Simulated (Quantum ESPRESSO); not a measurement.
Quantum ESPRESSO run on TiTeS (P3m1, 3 atoms in the cell): self-consistent single point.

Method of the run: PBEsol, GBRV 1.5 ultrasoft (PBESOL) pseudopotentials (plane waves; Quantum ESPRESSO).

```xyz
3
Lattice="3.6035 0.0000 0.0000 -1.8017 3.1207 0.0000 0.0000 0.0000 6.5256" Properties=species:S:1:pos:R:3 pbc="T T T"
Ti     0.0000     2.0805     0.2171
Te     0.0000     0.0000     4.8747
S      1.8018     1.0402     1.4338
```

Reference input (self-consistent single point, DFT, PBEsol, plane waves, GBRV 1.5 ultrasoft (PBESOL) pseudopotentials): ecutwfc = 50 Ry; ecutrho = 400 Ry; occupations = smearing; smearing = fd; degauss = 0.0073499 Ry; potentials = {Ti: ti_pbesol_v1.4.uspp.F.UPF, Te: te_pbesol_v1.uspp.F.UPF, S: s_pbesol_v1.4.uspp.F.UPF}; K_POINTS = automatic 11 11 5 0 0 0; conv_thr = 1e-10 Ry; mixing_beta = 0.7. This run's input differs from it in these lines:

```diff
@@ -32,3 +32,3 @@
 K_POINTS {automatic}
-11 11 5  0 0 0
+6 6 3  0 0 0
```

Output, abridged:

```
     Self-consistent Calculation

     iteration #  1     ecut=    50.00 Ry     beta= 0.70

     negative rho (up, down):  6.199E-04 0.000E+00

     total energy              =    -169.62525093 Ry
     estimated scf accuracy    <       0.35481981 Ry

     iteration #  2     ecut=    50.00 Ry     beta= 0.70

     negative rho (up, down):  7.447E-04 0.000E+00

     total energy              =    -169.52736222 Ry
     estimated scf accuracy    <       2.24115632 Ry

     iteration #  3     ecut=    50.00 Ry     beta= 0.70

     negative rho (up, down):  6.550E-04 0.000E+00

     total energy              =    -169.80096853 Ry
     estimated scf accuracy    <       0.08291712 Ry

   [... 8 blocks of this kind left out ...]

     iteration # 12     ecut=    50.00 Ry     beta= 0.70

     negative rho (up, down):  6.391E-04 0.000E+00

     total energy              =    -169.82172380 Ry
     estimated scf accuracy    <          3.4E-09 Ry

     iteration # 13     ecut=    50.00 Ry     beta= 0.70

     negative rho (up, down):  6.391E-04 0.000E+00
     End of self-consistent calculation

     the Fermi energy is     7.2049 ev

!    total energy              =    -169.82172380 Ry
     estimated scf accuracy    <          2.8E-11 Ry
     smearing contrib. (-TS)   =      -0.00294133 Ry
     internal energy E=F+TS    =    -169.81878247 Ry

     convergence has been achieved in  13 iterations

     negative rho (up, down):  6.391E-04 0.000E+00

     Forces acting on atoms (cartesian axes, Ry/au):

     atom    1 type  1   force =     0.00000000    0.00000000    0.00611239
     atom    2 type  2   force =     0.00000000    0.00000000    0.00048507
     atom    3 type  3   force =     0.00000000    0.00000000   -0.00659746

     Total force =     0.009007     Total SCF correction =     0.000013

     negative rho (up, down):  6.391E-04 0.000E+00
          total   stress  (Ry/bohr**3)                   (kbar)     P=      -25.58
  -0.00021555   0.00000000   0.00000000          -31.71        0.00        0.00
   0.00000000  -0.00021555   0.00000000            0.00      -31.71        0.00
   0.00000000   0.00000000  -0.00009049            0.00        0.00      -13.31

   JOB DONE.
```

The run converged in 13 iterations. Against the reference run the free energy rises by 2.5 meV/atom, the pressure moves little (-2.62 to -2.56 GPa) and the largest force moves little (0.167 to 0.170 eV/Å).

The starting cell comes from a database of computed structures (which also holds hypothetical and non-ambient phases and stackings), without a prior relaxation at this level. Spin polarisation is off, so a magnetic state, if there is one, cannot be reached.

Cost on one core of a shared machine: roughly 60 s.
